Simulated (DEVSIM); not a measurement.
Structure: GaSb p-n junction from an implanted or diffused profile, at 300 K.

Layer 1 from the left is GaSb, thickness (μm) 20.0, Nd (cm⁻³) 3.7e14, τn (s) 2.2e-9, τp (s) 2.2e-9.

Added acceptor profile: 5e16 cm⁻³ × exp(−(x − 0 μm)²/(2·(0.084 μm)²)). Left contact: ohmic. Right contact: ohmic. Voltage is applied to the left contact. Recombination: SRH at mid-gap, Auger. Mobility is μmin + (μ − μmin)/(1 + (N/Nref)^α).

The device is made up for the run: typed textbook-type constants, with dimensions and the other settings drawn at random. Values at 300 K.

GaSb: gap (eV) 0.726, affinity (eV) 4.06, permittivity 15.7, Nc (cm⁻³) 2.1e17, Nv (cm⁻³) 1.8e19, μn (cm²/Vs) 5000, μp (cm²/Vs) 850, μn,min 1000, μp,min 190, Nref,n 2.8e17, Nref,p 9e17, αn 1.05, αp 0.65, Cn (cm⁶/s) 5e-30, Cp (cm⁶/s) 5e-30.

Model (solved in DEVSIM): 1D drift-diffusion, Boltzmann statistics, complete ionisation; no tunnelling, impact ionisation, image-force lowering or self-heating.

**Question.** What does the simulation give for the dark forward voltage at 1 A/cm², the potential step across the device at zero bias, the dark forward voltage at 100 A/cm²?

**Answer.** dark forward voltage at 1 A/cm² 0.225 V; potential step across the device at zero bias 0.410 V; dark forward voltage at 100 A/cm² 0.766 V.
